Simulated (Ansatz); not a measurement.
The reference is InP in the zinc blende structure (space group F-43m, No. 216).

```yaml
crystal:
  lattice:
    - [0.00000, 2.95351, 2.95351]
    - [2.95351, 0.00000, 2.95351]
    - [2.95351, 2.95351, 0.00000]
  atoms:
    - { symbol: P, position: [0.75000, 0.75000, 0.75000] }
    - { symbol: In, position: [0.00000, 0.00000, 0.00000] }
```

Cartesian axes are those of the cell as printed.

Level of theory: Kohn–Sham DFT with the r2SCAN functional, run in Ansatz (a program for electronic structure) with PAW and 500 eV plane waves, no spin-orbit coupling.

Strains are applied to the cell and any free atomic positions relax; under biaxial strain the out-of-plane vector relaxes too; under stress the whole cell relaxes.

One change was made to it. Results:

The electron mass becomes 0.061 mₑ along z, 0.085 mₑ across (at Γ) (base: 0.074 mₑ (at Γ)); the band gap shrinks by 0.31 eV to 0.72 eV.

Name the change that was made.
A. uniaxial stress, 5 GPa compression along z
B. biaxial strain −0.79 %, plane normal [001], relaxed out of plane
C. biaxial strain +0.48 %, plane normal [111], relaxed out of plane

A, uniaxial stress, 5 GPa compression along z. For comparison, the band gap in the other runs: biaxial strain −0.79 %, plane normal [001], relaxed out of plane gives 1.04 eV; biaxial strain +0.48 %, plane normal [111], relaxed out of plane gives 0.96 eV.

Masses are band curvatures over ±0.01 Å⁻¹ around the edge. Beyond what the load breaks, stability against distortions was not tested.
